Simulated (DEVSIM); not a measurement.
# Si p-i-n diode

System: Si p-i-n diode, at 400 K.

```tsv
layer (left to right)	material	thickness (μm)	Nd (cm⁻³)	Na (cm⁻³)	τn (s)	τp (s)
1	Si	1.70	-	1.2e17	0.00058	0.00058
2	Si	2.50	1.2e13	-	0.00058	0.00058
3	Si	1.10	3e15	-	0.00058	0.00058
```

Left contact: ohmic. Right contact: ohmic. Voltage is applied to the left contact. Recombination: SRH at mid-gap, radiative. Mobility is μmin + (μ − μmin)/(1 + (N/Nref)^α).

This is a model device: material constants are rounded textbook-type values typed into the input, and sizes, dopings and lifetimes were drawn at random. Values at 300 K; Nc and Nv go as T^1.5, mobilities as T to minus their exponent, the gap by Varshni's rule with the affinity fixed.

```tsv
parameter	Si
gap (eV)	1.124
affinity (eV)	4.05
permittivity	11.7
Nc (cm⁻³)	2.86e19
Nv (cm⁻³)	3.1e19
μn (cm²/Vs)	1417
μp (cm²/Vs)	470
μn,min	52
μp,min	45
Nref,n	9.7e16
Nref,p	2.2e17
αn	0.68
αp	0.72
T exponent of μn	2.3
T exponent of μp	2.2
B (cm³/s)	4.7e-15
Varshni α (eV/K)	0.000473
Varshni β (K)	636
```

DEVSIM, 1D drift-diffusion, Boltzmann statistics, complete ionisation; no tunnelling, impact ionisation, image-force lowering or self-heating.

```
Quantity                                         Value
---------------------------------------------  -------
Potential step across the device at zero bias  0.559 V
Dark forward voltage at 1 A/cm²                0.318 V
Dark forward voltage at 100 A/cm²              0.545 V
```

Dark reverse current:

```json
[
 {"V (V)": "-0.20", "J (A/cm²)": "-0.00014"},
 {"V (V)": "-0.50", "J (A/cm²)": "-0.00014"},
 {"V (V)": "-1.00", "J (A/cm²)": "-0.00015"},
 {"V (V)": "-1.50", "J (A/cm²)": "-0.00015"},
 {"V (V)": "-2.00", "J (A/cm²)": "-0.00016"},
 {"V (V)": "-3.00", "J (A/cm²)": "-0.00018"},
 {"V (V)": "-4.00", "J (A/cm²)": "-0.00019"},
 {"V (V)": "-5.00", "J (A/cm²)": "-0.00022"},
 {"V (V)": "-6.50", "J (A/cm²)": "-0.00026"},
 {"V (V)": "-8.00", "J (A/cm²)": "-0.00031"},
 {"V (V)": "-10.00", "J (A/cm²)": "-0.00044"}
]
```

Dark forward current:

(V (V), J (A/cm²)): (0.05, 0.00044); (0.10, 0.0023); (0.15, 0.010); (0.20, 0.042); (0.25, 0.17); (0.30, 0.64); (0.35, 2.2); (0.40, 6.8); (0.45, 19); (0.50, 47); (0.55, 110); (0.60, 230); (0.65, 440); (0.70, 750); (0.75, 1200); (0.80, 1700); (0.85, 2300)
